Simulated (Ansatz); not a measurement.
AlGe2N (model structure, started from the BC2N type, R3m, No. 160, 4 atoms in the cell) was calculated with PBE (plane waves, PAW; Ansatz, a first-principles code).

Settings: plane-wave cutoff 520 eV, 18×18×18 k mesh, Fermi–Dirac smearing 0.05 eV, scalar-relativistic PAW data made under PBE.

Cell (relaxed at this level):

```cif
data_AlGe2N
_chemical_formula_sum 'Al1 N1 Ge2'
_space_group_name_H-M_alt 'P 1'
_space_group_IT_number 1
_cell_length_a 6.59531
_cell_length_b 6.59531
_cell_length_c 6.59531
_cell_angle_alpha 31.843
_cell_angle_beta 31.843
_cell_angle_gamma 31.843
loop_
_space_group_symop_operation_xyz
  'x, y, z'
loop_
_atom_site_label
_atom_site_type_symbol
_atom_site_fract_x
_atom_site_fract_y
_atom_site_fract_z
_atom_site_occupancy
Al1 Al 0.02341 0.02341 0.02341 1
N1 N 0.12402 0.12402 0.12402 1
Ge1 Ge 0.48436 0.48436 0.48436 1
Ge2 Ge 0.61825 0.61825 0.61825 1
```

### Question
Estimate the bulk modulus that the calculation returns.

### Answer

- bulk modulus: 65.3 GPa

The run finds no gap.

Note: the bulk modulus is −V dP/dV from two relaxed cells at ±2 % in volume; the relaxation could raise the start's symmetry but not lower it, so the cell can be a saddle point.

It cost very roughly 17 core-minutes of CPU time.

A model structure was made by putting elements into a prototype or built by hand; it is no filed structure, need not be a known phase, and can be a saddle point held by its symmetry.
